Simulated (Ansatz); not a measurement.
Start from BaHfO₃ in the cubic perovskite structure (space group Pm-3m, No. 221; a = 4.1575 Å).

Levels (all Ansatz, a first-principles code, PAW): PBEsol (420 eV, no spin-orbit coupling); HSE06 (420 eV, without spin-orbit coupling).

Its gap is 3.58 eV with PBEsol and 5.21 eV with HSE06.

One thing is altered: an isotropic linear strain of +5.96 %; the atoms relax in the strained cell.

With PBEsol the gap becomes 3.21 eV.

Q: If the HSE06 correction stayed the same, what would the HSE06 gap be, and what does the HSE06 run give?

A: A rigid correction of +1.63 eV gives 4.84 eV. The HSE06 run gives 4.76 eV, so the correction itself changes by -0.08 eV.

Single points use the geometry relaxed with PBEsol. The hybrid gap comes from the SCF mesh plus the semilocal run's edge points and a few special points and is an upper bound. Spin-orbit coupling, missing from the scalar runs, can matter with Hf. Stability against distortions was not tested. The base started in P4mm and relaxed to Pm-3m at this level.
